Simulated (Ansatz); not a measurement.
Consider CdTe in the zinc blende structure (space group F-43m, No. 216).

```xyz
2
Lattice="0.0000 3.2789 3.2789 3.2789 0.0000 3.2789 3.2789 3.2789 0.0000" Properties=species:S:1:pos:R:3 pbc="T T T"
Cd     0.0000     0.0000     0.0000
Te     1.6394     1.6394     1.6394
```

Cartesian axes are those of the cell as printed.

Level of theory: r2SCAN (Ansatz, an electronic-structure program; PAW; 500 eV plane waves; no spin-orbit coupling).

Strains are applied to the cell and any free atomic positions relax; under biaxial strain the out-of-plane vector relaxes too.

One change was made to it. Results:

The pressure (mean of the normal stresses, compression positive) goes from zero to 0.57 GPa; the valence-band top at Γ (three highest levels, from the VBM) goes from 0.00, 0.00, 0.00 eV to 0.00, 0.00, -0.17 eV; the band gap decreases by 0.02 eV, from 1.17 eV to 1.15 eV.

Problem. Name the change that was made.
A) biaxial strain −1.00 %, plane normal [001], relaxed out of plane
B) biaxial strain −2.00 %, plane normal [001], relaxed out of plane
C) biaxial strain −0.50 %, plane normal [001], relaxed out of plane
D) biaxial strain −3.00 %, plane normal [001], relaxed out of plane

Solution. B, biaxial strain −2.00 %, plane normal [001], relaxed out of plane. For comparison, the valence-band top at Γ in the other runs: biaxial strain −0.50 %, plane normal [001], relaxed out of plane gives 0.00, 0.00, -0.04 eV; biaxial strain −1.00 %, plane normal [001], relaxed out of plane gives 0.00, 0.00, -0.08 eV; biaxial strain −3.00 %, plane normal [001], relaxed out of plane gives 0.00, 0.00, -0.26 eV.

With Te present, leaving out spin-orbit coupling can change the band edges. Whether these cells are dynamically stable was not tested.
